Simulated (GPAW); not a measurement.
Band structure of NaCd3 (Fm-3m, 4 atoms in the cell).

```
CELL_PARAMETERS angstrom
      0.00000     3.53941     3.53941
      3.53941     0.00000     3.53941
      3.53941     3.53941     0.00000
ATOMIC_POSITIONS crystal
  Na 0.00000 0.00000 0.00000
  Cd 0.25000 0.25000 0.25000
  Cd 0.75000 0.75000 0.75000
  Cd 0.50000 0.50000 0.50000
```

Computed with LDA (Perdew-Wang 92), GPAW PAW datasets LDA (gpaw-data 1.0.1) (plane waves; GPAW).

Settings: mode = pw; ecut = 800 eV; xc = LDA; kpts = 8 8 8; mesh shift (steps) = 0 0 0; occupations.name = fermi-dirac; occupations.width = 0.1 eV; nbands = -12; convergence.forces = 0.001 eV/Å; symmetry.symmorphic = false; symmetry.tolerance = 0.0005; maxiter = 150; bandpath_npoints = 40.

The starting cell comes from a database of computed structures (which also holds hypothetical and non-ambient phases and stackings), without a prior relaxation at this level.

Levels in eV from the Fermi level, bands 19 to 25:
```tsv
point	19	20	21	22	23	24	25
Γ	-7.73	1.14	2.01	2.01	2.01	3.07	3.07
X	-4.47	-4.16	-1.19	-1.16	-1.16	1.73	7.40
W	-3.88	-3.66	-3.66	-2.02	2.94	2.94	4.09
K	-4.22	-4.06	-3.20	-0.66	0.40	3.61	5.50
L	-5.34	-4.84	1.03	1.03	1.03	2.60	2.60
U	-4.22	-4.06	-3.20	-0.66	0.40	3.61	5.50
```

Bands cross the Fermi level along this path, so the cell is metallic at this level.
